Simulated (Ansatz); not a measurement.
An Ansatz (a quantum-chemistry and plane-wave program) run: TiO2 with a change (pressure −2 GPa); r2SCAN in Ansatz (plane waves to 500 eV, PAW, spin-orbit coupling left out).

Input:

Ansatz 0.2 input:
```yaml
crystal:
  lattice:
    - [-1.8907063994, 1.8907063994, 4.8083154613]
    - [1.8907063994, -1.8907063994, 4.8083154613]
    - [1.8907063994, 1.8907063994, -4.8083154613]
  atoms:
    - { symbol: Ti, position: [0.5, 0.5, 0] }
    - { symbol: Ti, position: [0.25, 0.75, 0.5] }
    - { symbol: O, position: [0.2931312274, 0.2931312274, 0] }
    - { symbol: O, position: [0.0431312274, 0.5431312274, 0.5] }
    - { symbol: O, position: [0.4568687726, 0.9568687726, 0.5] }
    - { symbol: O, position: [0.7068687726, 0.7068687726, 0] }
basis: { ecutwfc: 500, ecutrho_ratio: 4, xc_grid: 4, fft_grid_basis: typed }
kpoints: { mp_grid: { grid: [12, 12, 12] } }
hamiltonian:
  xc: r2scan
  dispersion: none
  pseudopotentials: { kind: paw }
scf: { occupations: { method: fermi_dirac, width: 0.05 } }
relax: { f_tol: 0.01, max_steps: 60, cell: { stress_tol: 0.02, p_target: -2.0 } }
output: { forces: true, stress: true }
checkpoint: { write: state.ck, write_every: 1000 }
```

Output (explanatory and most iteration lines left out):

```
Relaxation: its limit of steps is 60 (relax.max_steps)
Pseudopotential: Ti, paw, valence charge 12
Pseudopotential: O, paw, valence charge 6
Crystal: 6 atoms, lattice volume = 68.755 Å³
Basis set: ecut = 500 eV, 1701 PW (Γ), exchange–correlation on 180×180×180 points (64 copies of the dense FFT grid, shifted against one another)
Bands: 30, of which v1, the nominal top of the filled ones, is band 24 counted from 1 (23 counted from 0)
Symmetry: 16 space group operations
Space group: I41/amd (ITA 141), of the structure as read, at distance tolerance 4.1e-5 Å
k-points: 163 of 1728
Functional: x = r2scan, c = r2scan; τ floored in thin density (d = 2e-4 eV/Å³)
SCF iter   1: F=—  HF=-7292.639268 eV  |F-HF|=—  |Δ(HF+E_count)|=         —  Δρ=2.69e-2  dr2=5.82e-1  dr2_τ=3.93e-1  ethr=1.77e-3  ⟨swp⟩=5.7  Hψ=20190  notcnv=0
SCF iter   2: F=—  HF=-7292.667842 eV  |F-HF|=—  |Δ(HF+E_count)|=   2.86e-2  Δρ=1.22e-2  dr2=4.95e-2  dr2_τ=2.97e-2  ethr=1.21e-3  ⟨swp⟩=2.9  Hψ=10643  notcnv=0  defer=270
SCF 1 converged in 8 iterations: F = -7292.662078 eV  dr2 = 4.88e-9
relax step   1: F+E_penalty+E_count = -7292.66207794 eV  Δ(F+E_penalty+E_count) = +0.000e0 eV  max|allowed force component| = 2.035e-6 eV/Å  Δτ_max = 0.0000 Å  P = -1.000 GPa  Ω = 68.755 Å³  (8 SCF iters, dr2 threshold 1.00e-7 eV, accepted)
[... steps on the carried basis left out ...]
relax step   5: F+E_penalty+E_count = -7292.65859990 eV  Δ(F+E_penalty+E_count) = -2.290e-4 eV  max|allowed force component| = 1.158e-3 eV/Å  Δτ_max = 0.0000 Å  P = -2.004 GPa  Ω = 69.126 Å³  stress off target by 1.72e-2 GPa  SCF on the basis re-selected at this cell (its energy is not comparable with the rows above)  (6 SCF iters)
SCF converged after 6 iterations
Free energy (F): -7292.658600 eV
Internal energy: -7292.658600 eV  (E = F + TS)
E sigma→0 (E₀):  -7292.658600 eV
Fermi energy:    8.086378 eV
--- Forces (eV/Å), atoms counted from 1 ---
  atom   1  Ti     0.00000000    -0.00000000     0.00000000
  atom   2  Ti     0.00000000     0.00000000     0.00000000
  atom   3  O      0.00000000     0.00000000     0.00115843
  atom   4  O      0.00000000     0.00000000     0.00115843
  atom   5  O      0.00000000     0.00000000    -0.00115843
  atom   6  O      0.00000000     0.00000000    -0.00115843
--- Stress (GPa, compression-positive) ---
       -1.997269       0.000000       0.000000
        0.000000      -1.997269       0.000000
       -0.000000       0.000000      -2.017250
  P = ⅓ Tr σ = -2.0039 GPa (-20.039 kbar)
--- Relaxed structure (4 steps of the walk, 4 accepted, 1 SCFs on fresh bases) ---
  cell:  # Å, volume = 69.1260 Å³
    - [-1.8924989317045757, 1.8924989317045757, 4.825144180215874]
    - [1.8924989317045757, -1.8924989317045757, 4.825144180215874]
    - [1.8924989317045757, 1.8924989317045757, -4.825144180215874]
  atoms:
    - { symbol: Ti, position: [0.49999999999999994, 0.49999999999999994, 2.906018261960576e-36] }
    - { symbol: Ti, position: [0.24999999999999997, 0.75, 0.5] }
    - { symbol: O, position: [0.29353041624714105, 0.29353041624714105, -4.796530345187258e-36] }
    - { symbol: O, position: [0.043530416247141046, 0.543530416247141, 0.5] }
    - { symbol: O, position: [0.45646958375285884, 0.956469583752859, 0.49999999999999994] }
    - { symbol: O, position: [0.7064695837528588, 0.7064695837528588, 1.3393882819461694e-35] }
```

Load acts through the strain it causes; cell and atoms are relaxed under it. No phonon test of stability was made. All final runs are without spin polarisation. The cell was made from TiO2 in the anatase structure (space group I4_1/amd, No. 141) by this change: pressure −2 GPa.
